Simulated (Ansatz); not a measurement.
Functionals compared on the (321) surface of bcc Nb in its 1x1 cell, outermost plane spacing 0.88 Å in the ideal cut, in Ansatz (plane waves, PAW). The structure was relaxed with PBE; the other rows are single points on it, each with its references at the same level. Cutoff 420 eV (500 eV for r2SCAN).

Set-up: 12 atoms, 9.7 Å thick at the start (thin: gaps and levels are the slab's own); mesh 13x6x1; 0.1 eV smearing; dipole correction on; all atoms relaxed; start symmetry kept, larger cells not searched; no spin, no spin-orbit, no U. These notes are the PBE run's.

| functional | surface energy (J/m²) | work function of the top face (eV) | rough cost of the single point |
|---|---|---|---|
| PBE | 2.29 | 4.05 | – |
| LDA | 2.61 | 4.31 | roughly 90 core-seconds |
| PBEsol | 2.54 | 4.14 | around 90 core-seconds (rough) |
| RPBE | 2.13 | 3.90 | about 90 core-seconds (a rough figure) |
| r2SCAN | 2.43 | 4.05 | roughly 3 core-minutes |

Ansatz is a program for electronic structure.
